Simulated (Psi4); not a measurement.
Psi4 1.11, B3LYP/def2-svpd: C[SiH2][SiH3], 11 atoms. The geometry is a generated start, not checked to be a minimum at this level.

| Quantity | Value |
|---|---|
| task | energy |
| method | b3lyp |
| basis | def2-svpd |
| memory | 3 GB |
| maxiter | 100 |
| keys of the molecule block | symmetry c1 |
| scf_type | df (default) |
| e_convergence | 1e-06 (default) |
| d_convergence | 1e-06 (default) |
| dft_radial_points | 75 (default) |
| dft_spherical_points | 302 (default) |
| basis functions | 132 |
| grid points | 238183 |

```xyz
11

Si     1.7596     0.4237     0.0435
Si    -0.1611    -0.8427    -0.1844
C     -1.7004     0.2355     0.1044
H      2.9794    -0.3669    -0.1382
H      1.8338     1.5210    -0.9271
H      1.8693     1.0543     1.3626
H     -0.2287    -1.9656     0.7641
H     -0.2954    -1.4477    -1.5194
H     -1.7374     1.0628    -0.6000
H     -1.7001     0.6587     1.1051
H     -2.6189    -0.3328    -0.0107
```

With the defaults (diis = true, scf_initial_accelerator = adiis, damping_percentage = 0, guess = auto, which took SAD, soscf = false, soscf_start_convergence = 0.01, diis_max_vecs = 10) it converges in 8 SCF iterations. One run each on 2 threads, with these changes:
- guess = sapgau
- soscf = true, soscf_start_convergence = 0.1
- scf_initial_accelerator = ediis
- guess = gwh
- diis = false, scf_initial_accelerator = none, damping_percentage = 60
- damping_percentage = 60
- diis_max_vecs = 6
- damping_percentage = 20
- diis_max_vecs = 3

### Question
Name the settings that don't reach the solution of the defaults.

### Answer
No convergence: diis = false, scf_initial_accelerator = none, damping_percentage = 60 (the run ends without SCF convergence in 100 iterations). The rest reach the solution of the defaults.

```tsv
setting	SCF iterations	JK calls	end
soscf = true, soscf_start_convergence = 0.1	6	22	same solution
the defaults	8	9	same solution
guess = sapgau	8	8	same solution
scf_initial_accelerator = ediis	8	9	same solution
diis_max_vecs = 6	8	9	same solution
diis_max_vecs = 3	9	10	same solution
guess = gwh	11	11	same solution
damping_percentage = 20	16	17	same solution
damping_percentage = 60	56	57	same solution
diis = false, scf_initial_accelerator = none, damping_percentage = 60	100	101	no convergence
```

An SOSCF iteration holds several JK calls; a Hückel guess adds calls on atoms.
